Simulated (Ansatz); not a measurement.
Base system: GaCuSe2 in the chalcopyrite structure (space group I-42d, No. 122; a = 5.5700 Å, c = 11.0748 Å). Axes: x, y, z lie along a, b, c of the conventional cell.

One thing is altered: uniaxial strain ε_zz = −2.25 %, all other strain components held at zero, atoms relaxed at fixed cell.

All numbers come from Kohn–Sham DFT with the PBEsol functional, run in Ansatz (an electronic-structure program) with PAW and 420 eV plane waves, scalar-relativistic without spin-orbit coupling.

Base, band edges from the VBM (valence, conduction): M -0.99, 1.70; G -0.76, 1.32; R -0.76, 1.32; X -0.54, 1.03; Γ 0.00, 0.12; S₀ -0.65, 1.85; S -0.65, 1.85; N -0.63, 2.14; P -0.74, 1.48 eV.

### Question
Give the band edges at the high-symmetry points of the new zone, measured from its valence-band maximum.

### Answer
```csv
point,valence edge (eV),conduction edge (eV)
Γ,0.00,0.20
X,-0.61,1.05
P,-0.83,1.50
N,-0.68,2.24
M,-1.10,1.68
S,-0.68,1.88
S₀,-0.68,1.88
R,-0.83,1.36
G,-0.83,1.36
```

The gap is 0.20 eV, direct at Γ.

Stability against distortions was not tested. All final runs are without spin polarisation. The zero or small gap of GaCuSe2 can change with the level of theory.
